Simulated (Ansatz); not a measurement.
## Electron-phonon data for MoP (Pm-3m)

Input:

```
CELL_PARAMETERS angstrom
      2.97340     0.00000     0.00000
      0.00000     2.97340     0.00000
      0.00000     0.00000     2.97340
ATOMIC_POSITIONS crystal
  Mo 0.00000 0.00000 0.00000
  P  0.50000 0.50000 0.50000
```

The numbers are results of PBEsol, DFPT electron-phonon coupling, linearised Boltzmann equation (plane waves, PAW, scalar-relativistic; Ansatz, a first-principles code), not measurements. How the cell was made: relaxed with this functional, without spin-orbit coupling.

```
Quantity                                                                                                Result
----------------------------------------------------------------------------------  --------------------------
resistivity at 300 K                                                                                 9.7 μΩ·cm
resistivity at 77 K                                                                                 0.81 μΩ·cm
electron mean free path at 300 K (weighted by the current that each state carries)                      7.3 nm
electron-phonon coupling λ                                                                                0.51
transport coupling λ_tr                                                                                   0.51
logarithmic mean phonon energy                                                                          24 meV
density of states at the Fermi level                                                0.56 states/(eV·spin·cell)
Drude plasma energy                                                                                     7.4 eV
```

A metal at this level (no band gap). Only scattering by harmonic phonons is included (no impurities, grain boundaries, electron-electron scattering or thermal expansion). Spin-orbit coupling is left out. The self-energy correction of the phonons between q points moved λ by about 5 %. The squared frequency of the phonon mode least converged on the k mesh is uncertain by about 15 %. Halving the electron mesh (28x28x28) moves the resistivity by up to 8 % at 300 K, the mean free path by up to 6 %, the coupling by up to 5 %. Smearing 0.20 eV; phonons on a 5x5x5 q mesh, which this run doesn't test and which matters most at low temperature.

Computed structure with no diffraction record at hand here (it may be known, metastable or hypothetical): MoP (Pm-3m).
